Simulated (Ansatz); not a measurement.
Consider Ge in the diamond structure (space group Fd-3m, No. 227; a = 5.6762 Å).

All numbers come from Ansatz (a program for electronic structure), PBEsol, PAW, cutoff 420 eV, no spin-orbit coupling.

Before the change:

The lattice parameter a is 5.676 Å.

Modification: a hydrostatic pressure of 9 GPa.

Predict the new lattice parameter a.

The lattice parameter a falls by 0.194 Å (5.676 Å → 5.482 Å).

What does the calculation give for the valley order after the change?

The valley order (the lowest conduction-band minima on the path, energy above the VBM, named in the base's zone) comes out as a point along ⟨100⟩, about 0.9 Å⁻¹ from Γ 0.33 eV; L along ⟨111⟩ 0.42 eV; Γ 0.87 eV.

The levels and masses belong to the bands next to the band gap. Load acts through the strain it causes; cell and atoms are relaxed under it. No phonon test of stability was made. Tetrahedral semiconductors of this kind turn to denser phases somewhere between about 1 and 50 GPa; those were not computed, so compressed cells here can lie past the real transition.
